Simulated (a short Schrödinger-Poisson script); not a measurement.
System: symmetric double-gate stack, SiO2 on p-type Si(100), at 400 K.

```tsv
layer	material	thickness (nm)	Na (cm⁻³)
1	SiO2	3.3	-
2	Si	14	1e16
3	SiO2	3.3	-
```

Constants are typed, rounded textbook-type inputs, not results; the design itself was drawn at random and stands for no fabricated device. SiO2: permittivity 3.9, conduction-band edge (eV) 3.15, gap (eV) 9, electron mass (mₑ) 0.5. Si: permittivity 11.7, conduction-band edge (eV) 0, gap (eV) 1.124, Nv at 300 K (cm⁻³) 3.1e19.

Channel valleys (confinement mass, in-plane density-of-states mass, number): Δ2 0.916, 0.19, 2; Δ4 0.19, 0.417, 4. At the gates, both at one voltage, the conduction-band edge of layer 1 lies 3.29 eV − eVg above the Fermi level of the channel. Gaps are held at their typed values at every temperature. Mesh 0.03 nm at interfaces.

From a short Schrödinger-Poisson script (our own, NumPy): 1D Poisson equation in equilibrium, electrons quantum, Hartree (BenDaniel-Duke, 12 states a valley, the channel's in-plane mass for all, wave functions ending at the dielectric), parabolic valleys, classical holes, full ionisation, no traps, pinning or gate leakage.

The same stack at other levels of the model or other numerical settings:

| run | sheet density of all electrons at Vg = 2.4 V (cm⁻²) | sheet density of all electrons at Vg = 0.6 V (cm⁻²) | capacitance of both gates at Vg = 2.4 V (μF/cm²) | rough cost against the base |
|---|---|---|---|---|
| base | 2.58e13 | 5.57e12 | 1.87 | about 1 |
| electrons treated as classical, Boltzmann | (withheld) | 6.25e12 | (withheld) | 0.04 |
| electrons treated as classical, Fermi-Dirac | (withheld) | 6.21e12 | 1.97 | 0.1 |
| mesh six times as coarse | 2.58e13 | 5.57e12 | 1.87 | 0.3 |

Problem. Some entries are withheld; supply them.

Solution. 
- electrons treated as classical, Boltzmann, sheet density of all electrons at Vg = 2.4 V (cm⁻²): 2.84e13
- electrons treated as classical, Boltzmann, capacitance of both gates at Vg = 2.4 V (μF/cm²): 2.03
- electrons treated as classical, Fermi-Dirac, sheet density of all electrons at Vg = 2.4 V (cm⁻²): 2.79e13

The classical rows ignore confinement, and Boltzmann statistics overrate the density once the band edge passes the Fermi level.
